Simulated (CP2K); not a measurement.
# CP2K run on Li₃Ca (Fm-3m, 4 atoms in the cell): self-consistent single point

Method: PBEsol, GPW, DZVP-MOLOPT-SR-GTH basis, GTH-PBE potentials (GTH_POTENTIALS) (CP2K).

The input file:

```
&GLOBAL
  PROJECT run
  RUN_TYPE ENERGY_FORCE
  PRINT_LEVEL MEDIUM
&END GLOBAL
&FORCE_EVAL
  METHOD Quickstep
  STRESS_TENSOR ANALYTICAL
  &DFT
    BASIS_SET_FILE_NAME BASIS_MOLOPT
    POTENTIAL_FILE_NAME GTH_POTENTIALS
    &QS
      METHOD GPW
      EPS_DEFAULT 1E-11
    &END QS
    &MGRID
      CUTOFF 500
      REL_CUTOFF 60
      NGRIDS 5
    &END MGRID
    &SCF
      SCF_GUESS ATOMIC
      EPS_SCF 1E-6
      MAX_SCF 100
      ADDED_MOS 4
      &DIAGONALIZATION
        ALGORITHM STANDARD
      &END DIAGONALIZATION
      &MIXING
        METHOD BROYDEN_MIXING
        ALPHA 0.3
        NBUFFER 10
        BETA 1
      &END MIXING
      &SMEAR ON
        METHOD MARZARI_VANDERBILT
        SIGMA [eV] 0.2
      &END SMEAR
    &END SCF
    &KPOINTS
      SCHEME MONKHORST-PACK 7 7 7
    &END KPOINTS
    &XC
      &XC_FUNCTIONAL
        &PBE
          PARAMETRIZATION PBESOL
        &END PBE
      &END XC_FUNCTIONAL
    &END XC
    &PRINT
      &MO
        EIGENVALUES T
        OCCUPATION_NUMBERS T
        NDIGITS 8
        FILENAME mo
        &EACH
          QS_SCF 0
        &END EACH
        ADD_LAST NUMERIC
      &END MO
      &MULLIKEN ON
      &END MULLIKEN
    &END PRINT
  &END DFT
  &SUBSYS
    &CELL
      A 5.32715900 0.00000000 0.00000000
      B 2.66357900 4.61345500 0.00000000
      C 2.66357900 1.53781800 4.34960700
      PERIODIC XYZ
    &END CELL
    &COORD
      SCALED
      Li       0.75000000     0.75000000     0.75000000
      Li       0.25000000     0.25000000     0.25000000
      Li       0.00000000     0.00000000     0.00000000
      Ca       0.50000000     0.50000000     0.50000000
    &END COORD
    &KIND Li
      BASIS_SET DZVP-MOLOPT-SR-GTH-q3
      POTENTIAL GTH-PBE-q3
    &END KIND
    &KIND Ca
      BASIS_SET DZVP-MOLOPT-SR-GTH-q10
      POTENTIAL GTH-PBE-q10
    &END KIND
  &END SUBSYS
  &PRINT
    &FORCES ON
    &END FORCES
    &STRESS_TENSOR ON
    &END STRESS_TENSOR
  &END PRINT
&END FORCE_EVAL
```

Output (repeated stretches shortened):

```
 GLOBAL| Method name                                                        CP2K
 GLOBAL| Project name                                                        run
 GLOBAL| Run type                                                   ENERGY_FORCE

 CELL| Volume [angstrom^3]:                                           106.898588
 CELL| Vector a [angstrom]:       5.327     0.000     0.000   |a| =     5.327159
 CELL| Vector b [angstrom]:       2.664     4.613     0.000   |b| =     5.327159
 CELL| Vector c [angstrom]:       2.664     1.538     4.350   |c| =     5.327159
 CELL| Angle (b,c), alpha [degree]:                                    60.000006
 CELL| Angle (a,c), beta  [degree]:                                    60.000003
 CELL| Angle (a,b), gamma [degree]:                                    60.000005
 CELL| Numerically orthorhombic:                                              NO
 CELL| Periodicity                                                           XYZ

 DFT| Spin restricted Kohn-Sham (RKS) calculation                            RKS
 DFT| Multiplicity                                                             2
 DFT| Number of spin states                                                    1
 DFT| Charge                                                                   0
 DFT| XC density smoothing                                                  NONE
 DFT| XC derivatives                                                          PW

 QS| Method:                                                                 GPW
 QS| Density plane wave grid type                        NON-SPHERICAL FULLSPACE
 QS| Number of grid levels:                                                    5
 QS| Density cutoff [a.u.]:                                                250.0
 QS| Multi grid cutoff [a.u.]: 1) grid level                               250.0
   [... lines left out ...]
 BRILLOUIN| Wavefunction type                                            COMPLEX
 BRILLOUIN| List of Kpoints [2 Pi/Bohr]                                      172
 BRILLOUIN| Number           Weight            X              Y              Z
 BRILLOUIN|     1           0.00583       -0.42857       -0.42857       -0.42857
 BRILLOUIN|     2           0.00583       -0.42857       -0.42857       -0.28571
 BRILLOUIN|     3           0.00583       -0.42857       -0.42857       -0.14286
   [... 169 lines left out ...]
 *******************************************************************************

 Extrapolation method: initial_guess

 Re-scaling the density matrix to get the right number of electrons
                  # Electrons              Trace(P)               Scaling factor
                           19                19.000                        1.000

 Number of electrons:                                                         19
 Number of occupied orbitals:                                                 10
 Number of molecular orbitals:                                                14

 Number of orbital functions:                                                 32
 Number of independent orbital functions:                                     32
 SCF WAVEFUNCTION OPTIMIZATION

  Step     Update method      Time    Convergence         Total energy    Change
     1 NoMix/Diag. 0.30E+00      -     1.31527636       -59.1187694081 -5.91E+01
     2 Broy./Diag. 0.30E+00      -     0.00488461       -58.8915692311  2.27E-01
     3 Broy./Diag. 0.30E+00      -     0.02484194       -58.8981077006 -6.54E-03
     4 Broy./Diag. 0.30E+00      -     0.00749254       -58.8818910597  1.62E-02
     5 Broy./Diag. 0.30E+00      -     0.00401945       -58.8755853397  6.31E-03
     6 Broy./Diag. 0.30E+00      -     0.00044368       -58.8728568276  2.73E-03
     7 Broy./Diag. 0.30E+00      -     0.00020810       -58.8736134616 -7.57E-04
     8 Broy./Diag. 0.30E+00      -     0.00006290       -58.8736687771 -5.53E-05
     9 Broy./Diag. 0.30E+00      -     0.00001367       -58.8736474868  2.13E-05
    10 Broy./Diag. 0.30E+00      -     0.00000491       -58.8736576788 -1.02E-05
    11 Broy./Diag. 0.30E+00      -     0.00000095       -58.8736667920 -9.11E-06
  *** SCF run converged in    11 steps ***

  Electronic density on regular grids:        -18.9999999999        0.0000000001
  Core density on regular grids:               18.9999999998       -0.0000000002
  Total charge density on r-space grids:       -0.0000000001
  Total charge density g-space grids:          -0.0000000001

  Overlap energy of the core charge distribution:               0.00000000000000
  Self energy of the core charge distribution:                -91.37339633547478
  Core Hamiltonian energy:                                     17.71949674802999
  Hartree energy:                                              25.08343549825927
  Exchange-correlation energy:                                -10.30322925906395
  Smearing free energy correction:                              0.00002655608059
  Fermi energy:                                                 0.06338036789697

  Total energy:                                               -58.87366679198322

                     Mulliken Population Analysis

 #  Atom  Element  Kind  Atomic population                           Net charge
       1     Li       1          2.819575                              0.180425
       2     Li       1          2.819603                              0.180397
       3     Li       1          2.952286                              0.047714
       4     Ca       2         10.408536                             -0.408536
 # Total charge                             19.000000                  0.000000

 ENERGY| Total FORCE_EVAL ( QS ) energy [hartree]            -58.873664792434703

 FORCES| Atomic forces [hartree/bohr]
 FORCES|   Atom     x               y               z               |f|
 FORCES|      1  2.73896021E-09  1.08658446E-09 -9.98772140E-09   1.04133159E-08
 FORCES|      2 -2.73900949E-09 -1.17678481E-09  2.68390984E-09   4.01128003E-09
 FORCES|      3  1.11346656E-15  1.13813226E-09  3.27210999E-09   3.46439733E-09
 FORCES|      4 -1.13419250E-13 -1.32343093E-09  3.16589489E-09   3.43137872E-09
 FORCES| Sum    -1.61589773E-13 -2.75499016E-10 -8.65806677E-10
 FORCES| Total atomic force                                       9.08581827E-10

 STRESS| Analytical stress tensor [bar]
 STRESS|                        x                   y                   z
 STRESS|      x       -1.79118841255E+02  -2.59714240733E-01  -1.83645640888E-01
 STRESS|      y       -2.59714240733E-01  -1.78860607835E+02  -9.39386761545E-02
 STRESS|      z       -1.83645640888E-01  -9.39386761545E-02  -1.78787880813E+02
 STRESS| 1/3 Trace                                            -1.78922443301E+02
```

The run converged in 11 iterations.

The starting cell comes from a database of computed structures (which also holds hypothetical and non-ambient phases and stackings), without a prior relaxation at this level. Values carry the incompleteness of an atom-centred basis. The potentials were made for another functional than the one used.

Cost on one core of a shared machine: roughly 40 s.
